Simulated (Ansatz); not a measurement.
## Lattice constant a of W₃Si₂ (P4/mbm, No. 127, 10 atoms in the cell; start mp-1079377) at several levels of theory

No measured value is used here.

```tsv
level (code)	value (Å)
LDA (Ansatz)	___
PBE (Ansatz)	6.624
PBE-D4 (Ansatz)	6.573
r²SCAN-D4 (Ansatz)	6.548
r²SCAN+rVV10 (Ansatz)	6.551
```

Task: What belongs in the gaps?

Result: 
- LDA (Ansatz, a first-principles code), value (Å): 6.544

Density-functional levels without +SOC have no spin–orbit coupling. LDA, PBE, PBE-D4, r²SCAN-D4, r²SCAN+rVV10: the relaxation could not lower the start's symmetry, so the cell can be a saddle point above a distorted one. Ansatz's density-functional and Hartree–Fock values are scalar-relativistic unless marked +SOC, with PAW data made under PBE.

A start named mp-… is a Materials Project structure, which need not be a measured phase.
